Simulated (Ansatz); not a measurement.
Substrate model: Si(111) 1x1 surface, 6 top atoms, 3 bilayers, bottom bilayer H-capped and fixed, every top atom capped by Cl; cell 11.5 x 6.6 Å; about 7 Å thick over the host's atoms, 18 atoms held. These are PBE-D3(BJ) (plane waves to 420 eV, PAW; Ansatz, a quantum-chemistry and plane-wave program) values and carry that method's errors. Sampling: 1x2x1 k points. The slab states were run without spin polarisation. Results hold for this slab, coverage and mesh. Energies are static: no zero-point or thermal part. Each state was relaxed from one prepared geometry.

One SiH4 a cell is brought to Si(111):Cl. Relaxed result near the molecule:

```csv
atom,x (Å),y (Å),z (Å)
Cl(30),3.825,0.014,11.580
Si(a0),4.537,1.547,14.890
H(a1),5.901,1.407,14.298
H(a2),3.802,2.646,14.195
H(a3),3.792,0.263,14.723
H(a4),4.652,1.865,16.343
```

**Question.** What is the adsorption energy against the free SiH4 and the slab before, and how much of it is dispersion?

**Answer.** -0.16 eV (negative: bound); the D3 term gives -0.16 eV of it. Its closest contacts to the rest of the cell: H(a3)...Cl(30) 3.15 Å, H(a2)...Cl(15) 3.29 Å, H(a2)...Cl(31) 3.34 Å.
